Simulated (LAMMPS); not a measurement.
Simulation of HgTe (zinc blende), a cell 119 Å long along the (110) normal (2496 atoms) with 66 % of it melted and the whole then held at 570 K and zero normal pressure.

All values are model results, not measurements: classical MD, pair style sw, file CdTeZnSeHgS0.sw, run in LAMMPS.

**Question.** What does the simulation give for the direction, the interface speed (growth positive)?

**Answer.** direction: the crystal grows; interface speed (growth positive): 2.95 ± 0.09 m/s.

Caution: the real compound melts congruently only under the pressure of its own vapour and loses its more volatile element when open.
